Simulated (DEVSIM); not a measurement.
Structure: GaN n+/n-/n+ resistor, at 300 K.

```csv
layer (left to right),material,thickness (μm),Nd (cm⁻³),τn (s),τp (s)
1,GaN,0.530,1.4e17,1.1e-8,1.1e-8
2,GaN,0.400,1e13,1.1e-8,1.1e-8
3,GaN,0.200,3.6e17,1.1e-8,1.1e-8
```

Left contact: ohmic. Right contact: ohmic. Voltage is applied to the left contact. Recombination: SRH at mid-gap, radiative. Mobility is μmin + (μ − μmin)/(1 + (N/Nref)^α).

This is a model device: material constants are rounded textbook-type values typed into the input, and sizes, dopings and lifetimes were drawn at random. Values at 300 K.

```
parameter         GaN
-------------  ------
gap (eV)         3.43
affinity (eV)     4.1
permittivity      9.5
Nc (cm⁻³)      2.3e18
Nv (cm⁻³)      4.6e19
μn (cm²/Vs)      1200
μp (cm²/Vs)       100
μn,min             55
μp,min              3
Nref,n           2e17
Nref,p           3e17
αn                  1
αp                  2
B (cm³/s)       1e-11
```

Simulated with DEVSIM: 1D drift-diffusion, Boltzmann statistics, complete ionisation; no tunnelling, impact ionisation, image-force lowering or self-heating.

Question: Give the dark forward current.

Answer: 
```json
[
 {"V (V)": "0.05", "J (A/cm²)": "590"},
 {"V (V)": "0.20", "J (A/cm²)": "2700"},
 {"V (V)": "0.35", "J (A/cm²)": "5300"},
 {"V (V)": "0.50", "J (A/cm²)": "8600"},
 {"V (V)": "0.65", "J (A/cm²)": "12000"},
 {"V (V)": "0.80", "J (A/cm²)": "17000"},
 {"V (V)": "0.95", "J (A/cm²)": "21000"},
 {"V (V)": "1.10", "J (A/cm²)": "27000"},
 {"V (V)": "1.25", "J (A/cm²)": "32000"},
 {"V (V)": "1.40", "J (A/cm²)": "38000"},
 {"V (V)": "1.55", "J (A/cm²)": "45000"},
 {"V (V)": "1.70", "J (A/cm²)": "51000"},
 {"V (V)": "1.85", "J (A/cm²)": "58000"},
 {"V (V)": "2.00", "J (A/cm²)": "66000"}
]
```
